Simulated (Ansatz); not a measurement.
Consider CdF₂ in the fluorite structure (space group Fm-3m, No. 225).

```
CELL_PARAMETERS angstrom
      0.00000     2.69199     2.69199
      2.69199     0.00000     2.69199
      2.69199     2.69199     0.00000
ATOMIC_POSITIONS crystal
  Cd 0.00000 0.00000 0.00000
  F  0.25000 0.25000 0.25000
  F  0.75000 0.75000 0.75000
```

Method: Kohn–Sham DFT with the PBEsol functional, run in Ansatz (a program for electronic structure) with PAW and 420 eV plane waves, no SOC.

Base values:

| Item | Result |
|---|---|
| Smallest direct gap | 3.43 eV |

One thing is altered: every lattice vector is stretched by 0.68 %; the atoms relax in the strained cell.

Q: What happens to the energy relative to the base?

A: The energy goes up by 1.7 meV/atom.

Q: Estimate the effect on the smallest direct gap.

A: The smallest direct gap drops by 0.045 eV (3.43 eV → 3.38 eV).

Q: What does the calculation give for the mean gap deformation potential ΔEg/Δln V after the change?

A: The mean gap deformation potential ΔEg/Δln V is -3.4 eV.

No phonon test of stability was made.
